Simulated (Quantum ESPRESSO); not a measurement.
Quantum ESPRESSO run on Be5Co (P1, 6 atoms in the cell): self-consistent single point.

Level of theory: LDA (PZ), PSlibrary ultrasoft (LDA) pseudopotentials (plane waves; Quantum ESPRESSO 7.5).

The change in words: atoms moved at random. Reference geometry:
```
Be5Co
1.0
   -2.88393     0.00000     2.88393
    0.00000     2.88393     2.88393
   -2.88393     2.88393     0.00000
Be Co
5 1
Direct
  0.25000   0.25000   0.25000
  0.62557   0.62557   0.12329
  0.62557   0.12329   0.62557
  0.62557   0.62557   0.62557
  0.12329   0.62557   0.62557
  0.00000   0.00000   0.00000
```

Reference input (self-consistent single point, DFT, LDA (PZ), plane waves, PSlibrary ultrasoft (LDA) pseudopotentials): ecutwfc = 55 Ry; ecutrho = 330 Ry; occupations = smearing; smearing = fermi-dirac; degauss = 0.0073499 Ry; potentials = {Be: Be.pz-n-rrkjus_psl.1.0.0.UPF, Co: Co.pz-n-rrkjus_psl.1.0.0.UPF}; K_POINTS = automatic 8 8 8 0 0 0; conv_thr = 1e-10 Ry; mixing_beta = 0.3. This run's input differs from it in these lines:

```diff
@@ -8,4 +8,3 @@
 &system
-    ibrav = 2
-    A = 5.767850000
+    ibrav = 0
     nat = 6
@@ -26,10 +25,14 @@
 ATOMIC_POSITIONS alat
-Be   -0.250000000    0.250000000    0.250000000
-Be   -0.374430000    0.374430000    0.625570000
-Be   -0.625570000    0.374430000    0.374430000
-Be   -0.625570000    0.625570000    0.625570000
-Be   -0.374430000    0.625570000    0.374430000
-Co    0.000000000    0.000000000    0.000000000
+Be    0.361260147    0.351061546    0.364775882
+Be    0.531791676    0.527061838    0.884983028
+Be    0.523953397    0.891776909    0.528087850
+Be    0.878669978    0.881412845    0.869211718
+Be    0.873251419    0.532796474    0.534451104
+Co    0.013054605   -0.002129099    0.000470226
 K_POINTS automatic
 8 8 8  0 0 0
+CELL_PARAMETERS angstrom
+   0.000000000     2.883925000     2.883925000
+   2.883925000     0.000000000     2.883925000
+   2.883925000     2.883925000     0.000000000
```

The program printed (abridged):

```
     Self-consistent Calculation

     iteration #  1     ecut=    55.00 Ry     beta= 0.30

     Threshold (ethr) on eigenvalues was too large:
     Diagonalizing with lowered threshold

     total energy              =     -89.38760845 Ry
     estimated scf accuracy    <       0.14103350 Ry

     iteration #  2     ecut=    55.00 Ry     beta= 0.30

     total energy              =     -89.38935549 Ry
     estimated scf accuracy    <       0.32528500 Ry

     iteration #  3     ecut=    55.00 Ry     beta= 0.30

     total energy              =     -89.41035424 Ry
     estimated scf accuracy    <       0.01595103 Ry

   [... 17 blocks of this kind left out ...]

     iteration # 21     ecut=    55.00 Ry     beta= 0.30

     total energy              =     -89.42077539 Ry
     estimated scf accuracy    <          2.4E-10 Ry

     iteration # 22     ecut=    55.00 Ry     beta= 0.30
     End of self-consistent calculation

     Number of k-points >= 100: set verbosity='high' to print the bands.

     the Fermi energy is     8.5409 ev

!    total energy              =     -89.42077539 Ry
     estimated scf accuracy    <          7.4E-11 Ry
     smearing contrib. (-TS)   =      -0.00626009 Ry
     internal energy E=F+TS    =     -89.41451530 Ry

     convergence has been achieved in  22 iterations

     Forces acting on atoms (cartesian axes, Ry/au):

     atom    1 type  1   force =    -0.00648930    0.00148565   -0.00956956
     atom    2 type  1   force =    -0.01338700    0.00437727    0.00326435
     atom    3 type  1   force =    -0.00110085   -0.01396587    0.00386711
     atom    4 type  1   force =     0.02165852    0.02606160    0.03684015
   [... lines left out ...]

     Total force =     0.074610     Total SCF correction =     0.000004

          total   stress  (Ry/bohr**3)                   (kbar)     P=      -57.50
  -0.00040182   0.00000119   0.00000061          -59.11        0.18        0.09
   0.00000119  -0.00037814  -0.00002059            0.18      -55.63       -3.03
   0.00000061  -0.00002059  -0.00039272            0.09       -3.03      -57.77

   JOB DONE.
```

The run converged in 22 iterations. Against the reference run the free energy goes up by 16.5 meV/atom, the pressure goes from -6.20 to -5.75 GPa and the largest force goes from 0.036 to 1.287 eV/Å. The full log also holds: “c_bands:  2 eigenvalues not converged”.

The starting cell comes from a database of computed structures (which also holds hypothetical and non-ambient phases and stackings), without a prior relaxation at this level. For this run, on top of that: atoms moved at random. Spin polarisation is off. With a pressure of about -6 GPa the cell is away from its equilibrium volume at this level. Forces in this geometry exceed 1 eV/Å.

Cost on one core of a shared machine: roughly 10 min.
